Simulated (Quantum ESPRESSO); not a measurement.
A self-consistent single point of Ni2Ge (P6_3/mmc, 6 atoms in the cell) with Quantum ESPRESSO.

Computed with LDA (PZ), PSlibrary ultrasoft (LDA) pseudopotentials (plane waves; Quantum ESPRESSO).

```
Ni2Ge
1.0
    3.97981     0.00000     0.00000
   -1.98991     3.44662     0.00000
    0.00000     0.00000     5.02388
Ni Ge
4 2
Cartesian
  1.98991   1.14887   1.25597
  0.00000   2.29775   3.76791
  0.00000   0.00000   0.00000
  0.00000   0.00000   2.51194
  1.98991   1.14887   3.76791
  0.00000   2.29775   1.25597
```

Reference input (self-consistent single point, DFT, PBEsol, plane waves, PSlibrary ultrasoft (PBE) pseudopotentials): ecutwfc = 50 Ry; ecutrho = 300 Ry; occupations = smearing; smearing = gauss; degauss = 0.019992 Ry; input_dft = pbesol; potentials = {Ni: Ni.pbe-n-rrkjus_psl.1.0.0.UPF, Ge: Ge.pbe-n-rrkjus_psl.1.0.0.UPF}; K_POINTS = automatic 9 9 6 0 0 0; conv_thr = 1e-09 Ry; mixing_beta = 0.5. This run's input differs from it in these lines:

```diff
@@ -20,3 +20,2 @@
  degauss = 0.019992
- input_dft = 'pbesol'
 /
@@ -27,4 +26,4 @@
 ATOMIC_SPECIES
-Ni    58.6934  Ni.pbe-n-rrkjus_psl.1.0.0.UPF
-Ge    72.6300  Ge.pbe-n-rrkjus_psl.1.0.0.UPF
+Ni    58.6934  Ni.pz-n-rrkjus_psl.1.0.0.UPF
+Ge    72.6300  Ge.pz-n-rrkjus_psl.1.0.0.UPF
 ATOMIC_POSITIONS angstrom
```

Log, with long lists cut:

```
     Self-consistent Calculation

     iteration #  1     ecut=    50.00 Ry     beta= 0.50

---- Real-time Memory Report at c_bands before calling an iterative solver
           174 MiB given to the printing process from OS
            96 MiB allocation reported by mallinfo(arena+hblkhd)
------------------

     total energy              =    -424.06355660 Ry
     estimated scf accuracy    <       0.88909196 Ry

     iteration #  2     ecut=    50.00 Ry     beta= 0.50

---- Real-time Memory Report at c_bands before calling an iterative solver
           264 MiB given to the printing process from OS
   [... lines left out ...]

---- Real-time Memory Report at c_bands before calling an iterative solver
           272 MiB given to the printing process from OS
           136 MiB allocation reported by mallinfo(arena+hblkhd)
------------------

     total energy              =    -424.57395466 Ry
     estimated scf accuracy    <          3.5E-09 Ry

     iteration # 13     ecut=    50.00 Ry     beta= 0.50

---- Real-time Memory Report at c_bands before calling an iterative solver
           272 MiB given to the printing process from OS
           136 MiB allocation reported by mallinfo(arena+hblkhd)
------------------
     End of self-consistent calculation

     the Fermi energy is    13.2341 ev

!    total energy              =    -424.57395466 Ry
     estimated scf accuracy    <          5.6E-10 Ry
     smearing contrib. (-TS)   =      -0.00931066 Ry
     internal energy E=F+TS    =    -424.56464399 Ry

     convergence has been achieved in  13 iterations

     Forces acting on atoms (cartesian axes, Ry/au):

     atom    1 type  1   force =     0.00000000   -0.00000000    0.00000000
   [... zero for the other atoms too ...]

     Total force =     0.000000     Total SCF correction =     0.000000

          total   stress  (Ry/bohr**3)                   (kbar)     P=      -57.66
  -0.00039704   0.00000000  -0.00000000          -58.41        0.00       -0.00
   0.00000000  -0.00039704  -0.00000000            0.00      -58.41       -0.00
   0.00000000   0.00000000  -0.00038183            0.00        0.00      -56.17

   JOB DONE.
```

The run converged in 13 iterations. Against the reference run the pressure goes from 0.80 to -5.77 GPa.

The starting cell comes from a database of computed structures (which also holds hypothetical and non-ambient phases and stackings), without a prior relaxation at this level. Spin polarisation is off. With a pressure of about -6 GPa the cell is away from its equilibrium volume at this level.

Cost on one core of a shared machine: roughly 3 min.
